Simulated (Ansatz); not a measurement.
Given:

```
CdI2
1.0
    4.13194     0.00000     0.00000
   -2.06597     3.59635     0.00000
    0.00000     0.00000     6.55084
Cd I
1 2
Cartesian
  0.00000   0.00000   0.00000
  2.06597   1.19933   1.71481
  0.00000   2.39702   4.83604
```

No spin polarisation.

Method: Ansatz (an electronic-structure program), PBEsol-D3(BJ), PAW, cutoff 420 eV, without spin-orbit coupling. k-mesh 9×9×5 (Γ-centred); smearing 0.05 eV (Fermi–Dirac).

Problem. Predict the pressure, gap character, smallest direct gap and space group.

Solution. The pressure (mean of the normal stresses, compression positive) comes out as 0.14 GPa and the gap character is indirect, k = (0, 0.111, 0.200) in the run's primitive reciprocal basis → k = (0.444, 0, 0.400) in the run's primitive reciprocal basis. The smallest direct gap is 2.58 eV and the space group is C2/m (No. 12).

Spin-orbit coupling, missing from the scalar runs, can matter with I. The cells carry an imposed strain or load. Whether these cells are dynamically stable was not tested. The cell was made from CdI2 in the CdI2 type structure (space group P-3m1, No. 164; layered, stacked along the Cartesian z axis) by this change: uniaxial strain ε_xx = −0.50 %.
